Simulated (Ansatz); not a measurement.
BBi (model structure, Fm-3m, No. 225, 2 atoms in the cell), treated with r²SCAN (Ansatz, a quantum-chemistry and plane-wave program, plane waves, PAW).

Run with plane-wave cutoff 560 eV, 18×18×18 k mesh, Fermi–Dirac smearing 0.05 eV, scalar-relativistic PAW data made under PBE.

Cell (relaxed at this level):

```yaml
crystal:
  lattice:
    - [0.00000, 2.62781, 2.62781]
    - [2.62781, 0.00000, 2.62781]
    - [2.62781, 2.62781, 0.00000]
  atoms:
    - { symbol: B, position: [0.00000, 0.00000, 0.00000] }
    - { symbol: Bi, position: [0.50000, 0.50000, 0.50000] }
```

What does this level give for the bulk modulus B0?


- bulk modulus B0 = 86.8 GPa

The run finds no gap.

Note: the bulk modulus is −V dP/dV from two relaxed cells at ±2 % in volume; the relaxation could raise the start's symmetry but not lower it, so the cell can be a saddle point.

Spin–orbit coupling is not included; it can open a gap where bands touch, and shift volumes and moduli.

Computed values are for the static lattice.

It cost roughly 26 core-seconds of CPU time.

A model structure was made by putting elements into a prototype or built by hand; it is no filed structure, need not be a known phase, and can be a saddle point held by its symmetry.
